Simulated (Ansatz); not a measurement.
Fluorite PbF2 (high-temperature phase) was calculated with G0W0@r²SCAN (Ansatz, a program for electronic structure, hard PAW, contour deformation, complete-basis limit).

Numerical settings: largest k mesh 8×8×8 (not extrapolated in the mesh).

The cell has the measured lattice: a = 5.9400 Å, b = 5.9400 Å, c = 5.9400 Å, α = 90.00°, β = 90.00°, γ = 90.00°.

What does this level give for the band gap?


band gap: 7.07 eV

Note: filled d or f shells below the valence bands can shift G0W0 gaps through exchange with them, which wasn't tested here; cell and atoms aren't relaxed at this level; the gap holds a correction of +0.56 eV to the complete basis, taken at k points off the band edges.

Spin–orbit coupling is not included; with these elements it can move the gap by several tenths of an eV or more.

It cost about 2.8 core-hours (a rough figure) of CPU time.
